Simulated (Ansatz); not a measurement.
Candidates (primitive cells; geometry: cell and atoms relaxed with PBEsol):
A. ZnO (P6_3mc), a = b = 3.230 Å, c = 5.215 Å, α = β = 90.00°, γ = 120.00°
B. GaAs (F-43m), a = b = c = 4.0013 Å, α = β = γ = 60.00°
C. Si (Fd-3m), a = 3.8422 Å, b = 3.8422 Å, c = 3.8422 Å, α = 60.00°, β = 60.00°, γ = 60.00°
D. GaP (F-43m), a = b = c = 3.846 Å, α = β = γ = 60.00°
E. BAs (F-43m), a = 3.371 Å, b = 3.371 Å, c = 3.371 Å, α = 60.00°, β = 60.00°, γ = 60.00°

Q: Put the candidates in order of band gap, lowest first, for PBE with spin-orbit coupling, rigid bands run with Ansatz (an electronic-structure program).

A: B (0.39 eV), C (0.56 eV), A (0.79 eV), E (1.12 eV), D (1.55 eV)
